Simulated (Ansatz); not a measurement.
Start from WSe2 in the 2H-MoS2 type structure (space group P6_3/mmc, No. 194; a = 3.279 Å, c = 12.786 Å; layered, stacked along the Cartesian z axis). Axes: x lies along a and z along c of the hexagonal cell.

Method: plane-wave PAW DFT at the PBE-D3(BJ) level (Ansatz, an electronic-structure program, 420 eV), without spin-orbit coupling, earlier PAW set.

Before the change:

| Quantity | Value |
|---|---|
| Band gap | 0.87 eV |
| Hole mass | 1.3 mₑ along c, 0.70 mₑ across (at Γ) |

One thing is altered: tensile biaxial strain of 0.92 % in the plane normal to [001], as in epitaxy on a mismatched substrate; the out-of-plane cell vector and the atoms relax.

Task: Estimate the effect on the band gap.

Result: The band gap hardly moves (0.87 eV against 0.86 eV).

Task: What happens to the hole mass?

Result: The hole mass becomes 1.5 mₑ out of plane, 0.64 mₑ in plane (at Γ) (base: 1.3 mₑ along c, 0.70 mₑ across (at Γ)).

With W present, leaving out spin-orbit coupling can change the band edges. Masses are band curvatures over ±0.01 Å⁻¹ around the edge. Stability against distortions was not tested.
